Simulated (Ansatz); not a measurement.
**Effect of isotropic strain +0.50 % on GaAs**

Consider GaAs in the zinc blende structure (space group F-43m, No. 216; a = 5.6667 Å).

Now apply this change: the cell is scaled by 1.0050 in all directions; the atoms relax in the strained cell.

Computed with r2SCAN (Ansatz, a first-principles code; PAW; 500 eV plane waves; no spin-orbit coupling). k-mesh 10×10×10 (Γ-centred); smearing 0.05 eV (Fermi–Dirac).

```tsv
quantity	base	changed	shift
volume per atom	22.75 Å³	23.09 Å³	+0.34 Å³
space group	F-43m (No. 216)	F-43m (No. 216)	–
shortest interatomic distance	2.454 Å	2.466 Å	+0.012 Å
energy relative to the base (free energy F)	0 meV/atom	+1.1 meV/atom	+1.1 meV/atom
pressure	0.0 kbar	-10.4 kbar	-10.46 kbar
band gap	0.96 eV	0.84 eV	-0.12 eV
gap character	direct at Γ	direct at Γ	–
width of the top valence band	3.40 eV	3.33 eV	-0.07 eV
electron mass	0.051 mₑ (at Γ)	0.045 mₑ (at Γ)	–
hole mass (degenerate bands, along [100])	0.050, 0.34, 0.34 mₑ (at Γ)	0.045, 0.35, 0.35 mₑ (at Γ)	–
valley order (the lowest conduction-band minima on the path, energy above the VBM, named in the base's zone)	Γ 0.96 eV; L along ⟨111⟩ 1.35 eV; a point along ⟨100⟩, about 1.0 Å⁻¹ from Γ 1.72 eV	Γ 0.84 eV; L along ⟨111⟩ 1.31 eV; a point along ⟨100⟩, about 1.0 Å⁻¹ from Γ 1.74 eV	–
```

Final structure:

```xyz
2
Lattice="0.0000 2.8475 2.8475 2.8475 0.0000 2.8475 2.8475 2.8475 0.0000" Properties=species:S:1:pos:R:3 pbc="T T T"
Ga     0.0000     0.0000     0.0000
As     1.4238     1.4238     1.4238
```

Masses are band curvatures over ±0.01 Å⁻¹ around the edge. No phonon test of stability was made.
